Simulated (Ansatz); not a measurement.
## Hypothetical zinc blende TlBr, pressure series

The reference is TlBr in the zinc blende structure (space group F-43m, No. 216; a = 7.3107 Å; a hypothetical phase, not in the database extracts checked).

Cell and atoms are relaxed at each pressure.

Level of theory: PBEsol, PAW, 420 eV (Ansatz, a quantum-chemistry and plane-wave program; without spin-orbit coupling).

Before the change:

```
Quantity    Value
--------  -------
Band gap  2.76 eV
```

The aim is a band gap between 2.09 eV and 2.20 eV. Which of these changes reaches it?
A) pressure 4.2 GPa
B) pressure 1.8 GPa
C) pressure 9 GPa

A, pressure 4.2 GPa. It gives 2.15 eV; pressure 1.8 GPa gives 2.47 eV; pressure 9 GPa gives 1.63 eV. Changes not listed may reach it too

With Tl present, leaving out spin-orbit coupling can change the band edges. Load acts through the strain it causes; cell and atoms are relaxed under it. Whether these cells are dynamically stable was not tested. No other phases were tried under pressure.
